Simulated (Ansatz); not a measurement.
Effect of Ta interstitial (started 1.94 Å from the nearest host atom), symmetric start on TaC

Consider an 8-atom supercell of TaC in the rock salt structure (space group Fm-3m, No. 225; a = 4.4759 Å) at its relaxed geometry.

Now apply this change: one Ta atom is added in an open site, starting 1.94 Å from the nearest host atom, atoms relaxed at fixed cell.

Method: PBE, PAW, 420 eV (Ansatz, a first-principles code; scalar-relativistic without spin-orbit coupling). k-mesh 8×8×8 (Γ-centred); smearing 0.05 eV (Fermi–Dirac).

```tsv
quantity	base	changed	shift
largest displacement of a host atom from its site in the perfect cell	–	0.35 Å	–
final site of the added atom	–	4 C at 1.92 Å and 4 Ta at 2.29 Å (cubic)	–
```

Final structure:

```
Ta5C4
1.0
   -4.47586     0.00000     0.00000
    0.00000     0.00000     4.47586
    0.00000     4.47586     0.00000
C Ta
4 5
Cartesian
 -0.01113   0.01113   0.01113
 -2.22680   2.22680   0.01113
 -2.22680   0.01113   2.22680
 -0.01113   2.22680   2.22680
 -2.43952   2.43952   2.43952
  0.20160  -0.20160   2.43952
  0.20160   2.43952  -0.20160
 -2.43952  -0.20160  -0.20160
 -1.11896   1.11896   1.11896
```

The cell is small, so the values are those of an ordered compound at a high defect concentration; dilute-limit values will differ. The defect started on the symmetric site and kept its symmetry, so it may sit on a saddle. All final runs are without spin polarisation. An odd electron count without spin: Ta5C4 and TaC. The defect cell is not spin-polarised.
